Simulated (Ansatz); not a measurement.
## Ge in the diamond structure (space group Fd-3m, No. 227)

```
Ge
1.0
    0.00000     2.83806     2.83806
    2.83806     0.00000     2.83806
    2.83806     2.83806     0.00000
Ge
2
Direct
  0.50000   0.50000   0.50000
  0.75000   0.75000   0.75000
```

Calculations: Ansatz (a quantum-chemistry and plane-wave program), PBEsol, PAW, cutoff 420 eV, scalar-relativistic without spin-orbit coupling, earlier PAW set. Settings: 14×14×14 k-points, 0.05 eV Fermi–Dirac smearing.

| Property | Result |
|---|---|
| Volume per atom | 22.86 Å³ |
| Density | 5.28 g/cm³ |
| Band gap | zero |
| Total energy | -4253.504 eV/atom (σ→0; compares only within this code and set-up) |

No phonon test of stability was made. The zero or small gap of Ge can change with the level of theory.
